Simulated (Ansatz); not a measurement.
# What x(Os) = 0.5, 12 atoms, P-42_1m does to IrO2

Start from IrO₂ in the rutile structure (space group P4_2/mnm, No. 136; a = 4.472 Å, c = 3.154 Å).

The other end (x = 1) is OsO2 in the rutile structure (space group P4_2/mnm, No. 136; a model cell): 10.52 Å³/atom, gap zero.

Perturbation: Os replaces 50.0 % of the Ir, ordered in a cell of 12 atoms (starting symmetry P-42_1m) and fully relaxed.

Method: PBEsol (Ansatz, a first-principles code, PAW, spin-orbit coupling left out). Γ-centred 11×11×8 mesh, Fermi–Dirac width 0.05 eV, for the changed cell.

```json
[
 {"quantity": "volume per atom", "base": "10.51 Å³", "changed": "10.53 Å³", "shift": "+0.02 Å³"},
 {"quantity": "density", "base": "11.81 g/cm³", "changed": "11.74 g/cm³", "shift": "-0.07 g/cm³"},
 {"quantity": "shortest interatomic distance", "base": "195.3 pm", "changed": "193.9 pm", "shift": "-1.4 pm"},
 {"quantity": "band gap", "base": "zero", "changed": "zero", "shift": "–"},
 {"quantity": "mixing energy (to 0.01 eV only: unlike meshes or grids)", "base": "–", "changed": "-0.02 eV/atom", "shift": "–"},
 {"quantity": "deviation of the volume from the linear (Vegard-type) interpolation", "base": "–", "changed": "+0.1 %", "shift": "–"}
]
```

Final structure:

```xyz
12
Lattice="4.4681 0.0000 0.0000 0.0000 4.4681 0.0000 0.0000 0.0000 6.3286" Properties=species:S:1:pos:R:3 pbc="T T T"
Ir     2.2341     0.0000     5.5356
Os     2.2341     0.0000     2.3638
Ir     0.0000     2.2341     0.7930
Os     0.0000     2.2341     3.9648
O      3.6221     1.3881     5.5224
O      3.6048     1.3707     2.3935
O      1.3881     0.8460     0.8062
O      1.3707     0.8634     3.9351
O      3.0801     3.6221     0.8062
O      3.0974     3.6048     3.9351
O      0.8460     3.0801     5.5224
O      0.8634     3.0974     2.3935
```

These are small ordered cells, not random alloys; other orderings at the same x differ. Stability against distortions was not tested. No Hubbard U is applied, and correlation can decide whether such a compound is a metal. All final runs are without spin polarisation.
